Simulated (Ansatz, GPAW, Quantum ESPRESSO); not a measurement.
**Code comparison for Pt3W (I4/mmm, 4 atoms in the cell)**

Self-consistent single point.

```
CELL_PARAMETERS angstrom
     -1.94790     1.94790     4.01834
      1.94790    -1.94790     4.01834
      1.94790     1.94790    -4.01834
ATOMIC_POSITIONS crystal
  Pt 0.75000 0.25000 0.50000
  Pt 0.25000 0.75000 0.50000
  Pt 0.50000 0.50000 0.00000
  W  0.00000 0.00000 0.00000
```

Shared settings, as Ansatz (an electronic-structure program) writes them: kpoints.mp_grid.grid = 5 5 5; scf.occupations.method = fermi_dirac; scf.occupations.width = 0.1 eV. Potentials and cutoffs stand in the table.

```tsv
code	model	pressure (GPa)	cutoff
GPAW	PBEsol, GPAW PAW datasets PBEsol (made by gpaw-setup)	-5.53	600 eV
Quantum ESPRESSO	PBEsol, SSSP 1.1.2 efficiency (PBE) pseudopotentials	-6.81	40 Ry
Ansatz	PBEsol, PAW files made with PBE	-5.30	420 eV
```

On Ansatz's run: spin-orbit coupling is off. Spin polarisation is off.

The spread over the programs that give each value: pressure within 1.51 GPa.

Ansatz's pressure is given at a fixed set of plane waves, as the other plane-wave codes print theirs; with its correction for the finite basis it is -5.23 GPa. In the pressure, Quantum ESPRESSO (by 1.28) lies more than 1 GPa from the median of the plane-wave programs.

On the base mesh (8 8 8) the same programs gave: Ansatz pressure -5.18 GPa; Quantum ESPRESSO pressure -6.69 GPa; GPAW pressure -5.41 GPa.

The starting cell comes from a database of computed structures (which also holds hypothetical and non-ambient phases and stackings), without a prior relaxation at this level.

Left out of this page: FLEUR (not drawn, or without a comparable value); SIESTA (unsound by tests on forces, stress, charge or solver warnings).

Keys are those of Ansatz 0.2.
